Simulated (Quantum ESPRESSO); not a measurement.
Input and output of a self-consistent single point for NaHF2 (R-3m, 4 atoms in the cell) (Quantum ESPRESSO).

Method of the run: vdW-DF2, PseudoDojo standard norm-conserving (PBE) pseudopotentials (plane waves; Quantum ESPRESSO).

```yaml
crystal:
  lattice:
    - [1.73700, -1.00286, 4.58333]
    - [0.00000, 2.00571, 4.58333]
    - [-1.73700, -1.00286, 4.58333]
  atoms:
    - { symbol: H, position: [0.50000, 0.50000, 0.50000] }
    - { symbol: F, position: [0.41760, 0.41760, 0.41760] }
    - { symbol: F, position: [0.58240, 0.58240, 0.58240] }
    - { symbol: Na, position: [0.00000, 0.00000, 0.00000] }
```

Reference input (self-consistent single point, DFT, LDA (PW92), plane waves, PseudoDojo standard norm-conserving (LDA) pseudopotentials): ecutwfc = 90 Ry; occupations = smearing; smearing = gauss; degauss = 0.0073499 Ry; potentials = {H: H.upf, F: F.upf, Na: Na.upf}; K_POINTS = automatic 6 6 6 0 0 0; conv_thr = 1e-08 Ry; mixing_beta = 0.5. This run's input differs from it in these lines:

```diff
@@ -18,2 +18,3 @@
     degauss = 0.0073499,
+    input_dft = 'vdw-df2',
 /
```

Its files differ too (potentials: PseudoDojo standard norm-conserving (PBE)).

Output, abridged:

```
     Self-consistent Calculation

     iteration #  1     ecut=    90.00 Ry     beta= 0.50

     total energy              =    -192.81120413 Ry
     estimated scf accuracy    <       0.33358782 Ry

     iteration #  2     ecut=    90.00 Ry     beta= 0.50

     total energy              =    -192.89949638 Ry
     estimated scf accuracy    <       0.03182866 Ry

     iteration #  3     ecut=    90.00 Ry     beta= 0.50

     total energy              =    -192.90229027 Ry
     estimated scf accuracy    <       0.00272594 Ry

   [... 4 blocks of this kind left out ...]

     iteration #  8     ecut=    90.00 Ry     beta= 0.50

     total energy              =    -192.90261158 Ry
     estimated scf accuracy    <       0.00000002 Ry

     iteration #  9     ecut=    90.00 Ry     beta= 0.50
     End of self-consistent calculation

     the Fermi energy is     0.8037 ev

!    total energy              =    -192.90261158 Ry
     estimated scf accuracy    <          1.4E-09 Ry
     smearing contrib. (-TS)   =      -0.00000000 Ry
     internal energy E=F+TS    =    -192.90261158 Ry

     convergence has been achieved in   9 iterations

     Forces acting on atoms (cartesian axes, Ry/au):

     atom    1 type  1   force =     0.00000000    0.00000000    0.00000000
     atom    2 type  2   force =     0.00000000    0.00000000   -0.02137437
     atom    3 type  2   force =     0.00000000    0.00000000    0.02137437
     atom    4 type  3   force =     0.00000000    0.00000000    0.00000000

     Total force =     0.030228     Total SCF correction =     0.000101

          total   stress  (Ry/bohr**3)                   (kbar)     P=       17.66
   0.00000866   0.00000000   0.00000000            1.27        0.00        0.00
   0.00000000   0.00000866   0.00000000            0.00        1.27        0.00
   0.00000000   0.00000000   0.00034281            0.00        0.00       50.43

   JOB DONE.
```

The run converged in 9 iterations. Against the reference run the pressure goes from -2.56 to 1.77 GPa, the largest force goes from 0.302 to 0.550 eV/Å and the gap on the mesh goes from 6.627 to 6.651 eV.

The starting cell comes from a database of published, mostly measured structures (it also holds non-ambient and calculated ones), without a prior relaxation at this level.

Cost on one core of a shared machine: roughly 2 min.
